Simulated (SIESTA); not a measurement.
**Worked example: self-consistent single point of HfO2 (Fm-3m, 3 atoms in the cell) in SIESTA**

Method: GGA PBE, numerical atomic orbitals TZP, PseudoDojo PBE standard norm-conserving potentials (rewritten from UPF to PSML) in SIESTA 5.4.2.

This input was run:

```
# files in the folder: Hf.psml O.psml (PseudoDojo PBE standard)
SystemName  HfO2
SystemLabel HfO2

NumberOfAtoms                3
NumberOfSpecies              2
%block ChemicalSpeciesLabel
  1 72 Hf
  2 8 O
%endblock ChemicalSpeciesLabel
LatticeConstant              1.0 Ang
%block LatticeVectors
     0.000000000    2.472552000    2.472552000
     2.472552000    0.000000000    2.472552000
     2.472552000    2.472552000    0.000000000
%endblock LatticeVectors
AtomicCoordinatesFormat      Ang
%block AtomicCoordinatesAndAtomicSpecies
     0.000000000    0.000000000    0.000000000  1
     3.708828000    3.708828000    3.708828000  2
     1.236276000    1.236276000    1.236276000  2
%endblock AtomicCoordinatesAndAtomicSpecies

XC.functional                GGA
XC.authors                   PBE
PAO.BasisSize                TZP
PAO.EnergyShift              0.005 Ry
MeshCutoff                   300 Ry
%block kgrid.MonkhorstPack
   12   0   0  0.0
    0  12   0  0.0
    0   0  12  0.0
%endblock kgrid.MonkhorstPack
OccupationFunction           FD
ElectronicTemperature        10 K

MaxSCFIterations             150
SCF.Mixer.Method             Pulay
SCF.Mixer.Weight             0.25
SCF.Mixer.History            6
SCF.DM.Tolerance             1.0E-05
Diag.ParallelOverK           true
WriteForces                  true
```

The program printed (abridged):

```
reinit: Reading from file input.fdf

reinit: System Name: HfO2
reinit: System Label: HfO2

coor:   Atomic-coordinates input format  =     Cartesian coordinates
coor:                                          (in Angstroms)

siesta: Atomic coordinates (Bohr) and species
siesta:      0.00000   0.00000   0.00000  1        1
siesta:      7.00867   7.00867   7.00867  2        2
siesta:      2.33622   2.33622   2.33622  2        3

siesta: System type = bulk

initatomlists: Number of atoms, orbitals, and projectors:      3    59    58

siesta: ******************** Simulation parameters ****************************
redata: Spin configuration                          = none
redata: Time-Reversal Symmetry                      = T
redata: Number of Atomic Species                    =        2
redata: Mesh Cutoff                                 =   300.0000 Ry
redata: Net charge of the system                    =     0.0000 |e|
redata: Min. number of SCF Iter                     =        0
redata: Max. number of SCF Iter                     =      150
redata: SCF convergence failure will abort job
redata: SCF mix quantity                            = Hamiltonian
redata: Mix DM or H after convergence               =   F
redata: Recompute H after scf cycle                 =   F
redata: Mix DM in first SCF step                    =   T
redata: No kicks to SCF
redata: DM Mixing Weight for Kicks                  =     0.5000
redata: Require Harris convergence for SCF          =   F
redata: Harris energy tolerance for SCF             =     0.000100 eV
redata: Require DM convergence for SCF              =   T
redata: DM tolerance for SCF                        =     0.000010
redata: Require EDM convergence for SCF             =   F
redata: EDM tolerance for SCF                       =     0.001000 eV
redata: Require H convergence for SCF               =   T
redata: Hamiltonian tolerance for SCF               =     0.001000 eV
redata: Require (free) Energy convergence for SCF   =   F
redata: (free) Energy tolerance for SCF             =     0.000100 eV
redata: Using DFT-D3 dispersion                     =   F
redata: Using Saved Data (generic)                  =   F
redata: Method of Calculation                       = Diagonalization
redata: Electronic Temperature                      =    10.0000 K
redata: Number of TDED substeps                     =        3
redata: Dynamics option                             = Single-point calculation
redata: Save all siesta data in one NC              =   F
redata: ***********************************************************************

%block SCF.Mixers
  Pulay
%endblock SCF.Mixers

%block SCF.Mixer.Pulay
  # Mixing method
  method pulay
  variant stable

  # Mixing options
  weight 0.2500
  weight.linear 0.2500
  history 6
%endblock SCF.Mixer.Pulay

DM_history_depth set to one: no extrapolation allowed by default for geometry relaxation
Size of DM history Fstack: 1
Total number of electrons:    24.000000
Total ionic charge:    24.000000

* ProcessorY, Blocksize:    1  60

* Orbital distribution balance (max,min):    59    59

k-point displ. along   1 input, could be:     0.00    0.50
k-point displ. along   2 input, could be:     0.00    0.50
k-point displ. along   3 input, could be:     0.00    0.50
 Kpoints in:         1008 . Kpoints trimmed:          948

siesta: k-grid: Number of k-points = 948
siesta: k-points from Monkhorst-Pack grid
siesta: k-cutoff (effective) =    20.980 Ang
siesta: k-point supercell and displacements
siesta: k-grid:    12     0     0      0.000
siesta: k-grid:     0    12     0      0.000
siesta: k-grid:     0     0    12      0.000

diag: Algorithm                                     = D&C
diag: Parallel over k                               =   F
diag: Use parallel 2D distribution                  =   F
diag: Parallel block-size                           = 60
diag: Parallel distribution                         =     1 x     1
diag: Used triangular part                          = Lower
diag: Absolute tolerance                            =  0.100E-15
diag: Orthogonalization factor                      =  0.100E-05
diag: Memory factor                                 =  1.0000

superc: Internal auxiliary supercell:     7 x     7 x     7  =     343
superc: Number of atoms, orbitals, and projectors:   1029  20237  19894

                        Single-point calculation

superc: Internal auxiliary supercell:     7 x     7 x     7  =     343
superc: Number of atoms, orbitals, and projectors:   1029  20237  19894

outcell: Unit cell vectors (Ang):
        0.000000    2.472552    2.472552
        2.472552    0.000000    2.472552
        2.472552    2.472552    0.000000

outcell: Cell vector modules (Ang)   :    3.496717    3.496717    3.496717
outcell: Cell angles (23,13,12) (deg):     60.0000     60.0000     60.0000
outcell: Cell volume (Ang**3)        :     30.2320
new_DM -- step:     1
Initializing Density Matrix...

Attempting to read DM from file... Failed...
DM filled with atomic data:

InitMesh: MESH = 30 x 30 x 30 = 27000
InitMesh: Mesh cutoff (required, used) =   300.000   305.151 Ry

stepf: Fermi-Dirac step function

        iscf     Eharris(eV)        E_KS(eV)     FreeEng(eV)     dDmax    Ef(eV) dHmax(eV)
   scf:    1    -2413.696541    -2433.332557    -2433.332557  1.637047 -8.273540 10.178870
   scf:    2    -2442.939086    -2439.038927    -2439.038927  0.325639 -5.091001  3.312127
   scf:    3    -2439.982401    -2439.807828    -2439.807828  0.177250 -3.695714  0.446469
   scf:    4    -2439.787195    -2439.810192    -2439.810192  0.072419 -6.169956  0.449491
   scf:    5    -2439.799934    -2439.817462    -2439.817462  0.052401 -4.093077  0.283487
   scf:    6    -2439.826167    -2439.823735    -2439.823735  0.019412 -3.989071  0.012363
   scf:    7    -2439.823745    -2439.823741    -2439.823741  0.000682 -3.991360  0.007528
   scf:    8    -2439.823746    -2439.823745    -2439.823745  0.000492 -3.988402  0.000513
   scf:    9    -2439.823745    -2439.823745    -2439.823745  0.000029 -3.988568  0.000043
   scf:   10    -2439.823745    -2439.823745    -2439.823745  0.000004 -3.988588  0.000000

SCF Convergence by DM+H criterion
max |DM_out - DM_in|         :     0.0000041519
max |H_out - H_in|      (eV) :     0.0000002657
SCF cycle converged after 10 iterations

Using DM_out to compute the final energy and forces

siesta: E_KS(eV) =            -2439.8237

siesta: E_KS - E_eggbox =     -2439.8237

siesta: Atomic forces (eV/Ang):
     1    0.000000    0.000000   -0.000000
     2   -0.000299   -0.000299   -0.000299
     3    0.000299    0.000299    0.000299
   Tot   -0.000000    0.000000   -0.000000
   Max    0.000299
   Res    0.000244    sqrt( Sum f_i^2 / 3N )
   Max    0.000299    constrained

Stress tensor Voigt[x,y,z,yz,xz,xy] (kbar):     -272.94     -272.94     -272.94       -0.31       -0.31       -0.31
(Free)E + p*V (eV/cell)    -2434.6735
Target enthalpy (eV/cell)    -2439.8237

siesta: Program's energy decomposition (eV):
siesta: Ebs     =      -554.969208
siesta: Eions   =      3209.190900
siesta: Ena     =       441.689805
siesta: Ekin    =      1011.726765
siesta: Enl     =       -69.803254
siesta: Eso     =         0.000000
siesta: Edftu   =         0.000000
siesta: DEna    =         4.463163
siesta: DUscf   =         2.168609
siesta: DUext   =         0.000000
siesta: Ex      =      -579.758649
siesta: Ec      =       -41.119284
siesta: Exc     =      -620.877933
siesta: Eharris =     -2439.823745
siesta: Etot    =     -2439.823745
siesta: FreeEng =     -2439.823745

siesta: Stress tensor (static) (eV/Ang**3):
siesta:    -0.170357   -0.000193   -0.000193
siesta:    -0.000193   -0.170357   -0.000193
siesta:    -0.000193   -0.000193   -0.170357

siesta: Cell volume =         30.231960 Ang**3

siesta: Pressure (static):
siesta:                Solid            Molecule  Units
siesta:           0.00185542          0.00185569  Ry/Bohr**3
siesta:           0.17035709          0.17038158  eV/Ang**3
siesta:         272.94215042        272.98138590  kBar
```

The run converged in 10 iterations.

The starting cell comes from a database of computed structures (which also holds hypothetical and non-ambient phases and stackings), without a prior relaxation at this level. Its lattice was rescaled by a random factor within 2.5 % of one. Values carry the incompleteness of an atom-centred basis. With a pressure of about 27 GPa the cell is away from its equilibrium volume at this level.

Cost on one core of a shared machine: roughly 60 s.
